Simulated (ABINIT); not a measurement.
A band-structure calculation of NaLiICl (P1, 4 atoms in the cell) with ABINIT.

Level of theory: LDA (PW92), PAW (JTH v2.0 LDA PAW) (plane waves; ABINIT 10.0.3).

Input:

```
# NaLiICl, JTH v2.0 LDA PAW
pp_dirpath "./"
pseudos "Na.LDA_PW-JTH.xml, Li.LDA_PW-JTH.xml, I.LDA_PW-JTH.xml, Cl.LDA_PW-JTH.xml"
acell 4.0916400000 4.0916400000 6.2153400000 Angstrom
rprim
         1.0000000000    0.0000000000    0.0000000000
         0.0000000000    1.0000000000    0.0000000000
         0.0000000000    0.0000000000    1.0000000000
natom 4
ntypat 4
znucl 11 3 53 17
typat 1 2 3 4
xcart
         3.8145515862    3.7117458638    6.0041219661
         0.0136161911    0.1424790197   11.7017035989
         3.8411576701    3.7068823861   11.6841561350
         0.0627535532    0.1709717309    5.8458894142
ecut 30
pawecutdg 60
pawxcdev 0
ixc 7
occopt 3
tsmear 0.00036749
nband 18
kptopt 1
ngkpt 4 4 3
nshiftk 1
shiftk 0 0 0
nstep 100
tolvrs1 1.0e-11
ndtset 2
prtden1 1
getden2 1
iscf2 -2
kptopt2 -7
ndivsm2 4
kptbounds2
       0.00000000  0.00000000  0.00000000  # G
       0.00000000  0.50000000  0.00000000  # X
       0.50000000  0.50000000  0.00000000  # M
       0.00000000  0.00000000  0.00000000  # G
       0.00000000  0.00000000  0.50000000  # Z
       0.00000000  0.50000000  0.50000000  # R
       0.50000000  0.50000000  0.50000000  # A
       0.00000000  0.00000000  0.50000000  # Z
nband2 22
nbdbuf2 2
tolwfr2 1.0e-12
prtwf 0
```

Output (repeated stretches shortened):

```
--- !BeginCycle
solver: {iscf: 17, nstep: 100, nline: 4, wfoptalg: 10, }
tolerances: {tolvrs: 1.00E-11, }
...

     iter   Etot(hartree)      deltaE(h)  residm     nres2
 ETOT  1  -80.783875596966    -8.078E+01 7.505E+00 1.807E+01
 ETOT  2  -82.703240459565    -1.919E+00 7.536E-01 2.607E+01
 ETOT  3  -82.641026931112     6.221E-02 9.659E-02 7.887E+00
 ETOT  4  -82.618814749097     2.221E-02 3.899E-02 1.760E+00
 ETOT  5  -82.615494740595     3.320E-03 3.684E-02 7.510E-01
   [... 10 lines left out ...]
 ETOT 16  -82.612397379951     8.468E-11 2.926E-04 1.994E-09
 ETOT 17  -82.612397379949     2.018E-12 2.311E-04 3.431E-10
 ETOT 18  -82.612397379948     1.421E-12 2.817E-04 2.104E-11
 ETOT 19  -82.612397379947     1.421E-13 1.928E-04 6.520E-12
 At SCF step   19       nres2   =  6.52E-12 < tolvrs=  1.00E-11 =>converged.

 Cartesian components of stress tensor (hartree/bohr^3)
  sigma(1 1)=  6.80966032E-05  sigma(3 2)= -7.81470963E-07
  sigma(2 2)=  7.10403201E-05  sigma(3 1)= -4.63701399E-07
  sigma(3 3)=  7.24595190E-05  sigma(2 1)= -6.47964104E-06

 ----iterations are completed or convergence reached----

   [... lines left out ...]
 Fermi (or HOMO) energy (hartree) =  -0.02718   Average Vxc (hartree)=  -0.30618
total_energy        : -8.26123976713838E+01
-Cartesian components of stress tensor (GPa)         [Pressure= -2.0751E+00 GPa]
 Unit cell volume ucvol=  7.0219273E+02 bohr^3
   [... lines left out ...]
  5.62E-13  4.74E-13  3.77E-13  6.68E-10  1.29E-09  1.01E-07
 -1.9112E+00 -1.7203E+00 -9.0172E-01 -9.0014E-01 -9.0006E-01 -5.7340E-01
 -5.1617E-01 -1.6021E-01 -1.5364E-01 -1.3409E-01 -1.3347E-01 -1.1539E-01
 -1.1401E-01  1.0317E-01  1.1983E-01  1.4262E-01  1.7592E-01  1.9032E-01
  1.9130E-01  2.7836E-01  2.7937E-01  2.8134E-01

 scprqt:  WARNING -
  nstep=  100 was not enough non-SCF iterations to converge;
  maximum residual=  6.684E-10 exceeds tolwfr=  1.000E-12

 ----iterations are completed or convergence reached----

 reduced coordinates (array xred) for    4 atoms
       0.493340997841      0.480044997898      0.511193997763
       0.001760999990      0.018426999914      0.996288995648
       0.496781997834      0.479415997900      0.994794995648
       0.008115999969      0.022111999908      0.497721997820

 Calculation completed.
```

The run ended unconverged in one of its stages. 

The starting cell comes from a database of computed structures (which also holds hypothetical and non-ambient phases and stackings), without a prior relaxation at this level. Its atoms were displaced at random from the sites of space group no. 123.
